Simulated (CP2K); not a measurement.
A self-consistent single point of Si3N4 (P6_3/m, 14 atoms in the cell) with CP2K.

Level of theory: LDA (Pade form), GPW, DZVP-MOLOPT-SR-GTH basis, GTH-PADE potentials (GTH_POTENTIALS) (CP2K).

```
CELL_PARAMETERS angstrom
      7.60454     0.00000     0.00000
     -3.80227     6.58573     0.00000
      0.00000     0.00000     2.90520
ATOMIC_POSITIONS crystal
  Si 0.23108 0.82495 0.75000
  Si 0.76892 0.17505 0.25000
  Si 0.40613 0.23108 0.25000
  Si 0.59387 0.76892 0.75000
  Si 0.17505 0.40613 0.75000
  Si 0.82495 0.59387 0.25000
  N  0.33333 0.66667 0.75000
  N  0.66667 0.33333 0.25000
  N  0.96919 0.66985 0.75000
  N  0.03081 0.33015 0.25000
  N  0.29934 0.96919 0.25000
  N  0.70066 0.03081 0.75000
  N  0.33015 0.29934 0.75000
  N  0.66985 0.70066 0.25000
```

Reference input (self-consistent single point, DFT LDA (Pade form), GPW, DZVP-MOLOPT-SR-GTH basis, GTH-PADE potentials (GTH_POTENTIALS)): CUTOFF = 400 Ry; REL_CUTOFF = 50 Ry; SMEAR/METHOD = GAUSSIAN; SIGMA = 0.01 eV; KPOINTS/SCHEME = MACDONALD 2 2 7 0 0 0.07142857143; XC_FUNCTIONAL = PADE; Si/BASIS_SET = DZVP-MOLOPT-SR-GTH-q4; Si/POTENTIAL = GTH-PADE-q4; N/BASIS_SET = DZVP-MOLOPT-SR-GTH-q5; N/POTENTIAL = GTH-PADE-q5; METHOD = GPW; EPS_DEFAULT = 1e-10. This run's input differs from it in these lines:

```diff
@@ -39,3 +39,4 @@
     &KPOINTS
-      SCHEME MACDONALD 2 2 7 0 0 0.07142857143
+      SCHEME MONKHORST-PACK 4 4 8
+      GAMMA_CENTERED T
     &END KPOINTS
```

Output (repeated stretches shortened):

```
 SCF WAVEFUNCTION OPTIMIZATION

  Step     Update method      Time    Convergence         Total energy    Change
     1 NoMix/Diag. 0.20E+00      -     1.51917232      -105.0625998123 -1.05E+02
     2 Broy./Diag. 0.20E+00      -     0.16864880       -93.9931496463  1.11E+01
     3 Broy./Diag. 0.20E+00      -     0.19639933      -100.5002472378 -6.51E+00
     4 Broy./Diag. 0.20E+00      -     0.00603713      -104.5976430273 -4.10E+00
     5 Broy./Diag. 0.20E+00      -     0.00566350      -103.9829636842  6.15E-01
     6 Broy./Diag. 0.20E+00      -     0.00090066      -104.0289602961 -4.60E-02
   [... lines left out ...]
     8 Broy./Diag. 0.20E+00      -     0.00015506      -104.0331895538  8.50E-04
     9 Broy./Diag. 0.20E+00      -     0.00002083      -104.0338083515 -6.19E-04
    10 Broy./Diag. 0.20E+00      -     0.00002565      -104.0341473304 -3.39E-04
    11 Broy./Diag. 0.20E+00      -     0.00000112      -104.0342273999 -8.01E-05
    12 Broy./Diag. 0.20E+00      -     0.00000353      -104.0342955727 -6.82E-05
    13 Broy./Diag. 0.20E+00      -     0.00000016      -104.0343202555 -2.47E-05
    14 Broy./Diag. 0.20E+00      -     0.00000035      -104.0343127969  7.46E-06
    15 Broy./Diag. 0.20E+00      -     0.00000004      -104.0343118570  9.40E-07
  *** SCF run converged in    15 steps ***

  Overlap energy of the core charge distribution:               0.00000007171256
  Self energy of the core charge distribution:               -256.64826780633427
  Core Hamiltonian energy:                                     72.73863395446710
  Hartree energy:                                             108.12910654607010
  Exchange-correlation energy:                                -28.25378462292285
  Smearing free energy correction:                              0.00000000000000
  Fermi energy:                                                 0.33847281498623

  Total energy:                                              -104.03431185700734
  Total energy (extrapolated to sigma->0):                   -104.03431185700734

                     Mulliken Population Analysis

   [... lines left out ...]

 STRESS| Analytical stress tensor [bar]
 STRESS|                        x                   y                   z
 STRESS|      x       -3.25268673370E+04  -1.22296720588E+00   1.04279468992E-09
 STRESS|      y       -1.22296720588E+00  -3.25258716511E+04   7.02001213801E-10
 STRESS|      z        1.04279468992E-09   7.02001213801E-10  -3.80021581268E+04
 STRESS| 1/3 Trace                                            -3.43516323717E+04
```

The run converged in 15 iterations. Against the reference run the free energy is nearly the same (within 1 meV/atom), the pressure moves little (-3.43 to -3.44 GPa), the largest force moves little (0.099 to 0.097 eV/Å) and the gap on the mesh goes from 4.841 to 4.092 eV.

The starting cell comes from a database of computed structures (which also holds hypothetical and non-ambient phases and stackings), without a prior relaxation at this level. Values carry the incompleteness of an atom-centred basis.

Cost on one core of a shared machine: roughly 2 min.
